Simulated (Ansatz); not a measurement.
ZnSe: strain along the normal

ZnSe (zinc blende, F-43m, 22.732 Å³/atom at rest) under an equal strain ε in the (001) plane with the normal axis free, as in a coherent film. r2SCAN in Ansatz, a plane-wave DFT program (PAW, default set), 500 eV, 10×10×10 Γ-centred mesh, Fermi-Dirac smearing 0.05 eV; ions are relaxed within the symmetry of each cell.

Here s stands for strain and y for normal strain.

| strain (%) | normal strain (%) |
|---|---|
| -1.50 | 1.72 |
| -1.00 | 1.15 |
| -0.50 | 0.57 |
| 0.00 | 0.00 |
| 0.50 | -0.59 |
| 1.00 | -1.19 |
| 1.50 | -1.79 |
| 3.00 | ? |

The 7 complete rows are fitted with a straight line, y against s. Means: s 0, y -0.019. About the means, the sum of products is -8.1850 and the sum of squares of s is 7.0000; the slope is their ratio. Least squares gives y = -0.019 - 1.1693·s. Residuals (row less fit): -0.015, 0.000, 0.004, 0.019, 0.014, -0.002, -0.017; standard error 0.015 (degrees of freedom: 5). The slope, -1.17 ± 0.01, is the elastic response of the normal axis, −2C12/C11 for this plane.

Predict the withheld y at s = 3.00 from the fit, and compare with the calculation.

y = -0.019 - 1.1693 × 3.0 = -3.527%. The calculation gives -3.61%, 0.083% below the prediction (1.6 % of the range of y in the table). The row lies outside the fitted rows, so this is an extrapolation. From the scatter of the fitted rows alone, a prediction at this place has a standard error of 0.023%, so the miss is 3.6 times that.

One order more, fitted to all 13 runs of the series, follows each within 0.01, so the miss is the next term of a smooth law. Rows are the converged runs of the series near zero and its far end; series whose fitted rows scatter by over a few per cent of the range, as at a crossing or softening among them, aren't shown in this form. Most that stay on the fit to the last digits aren't either.
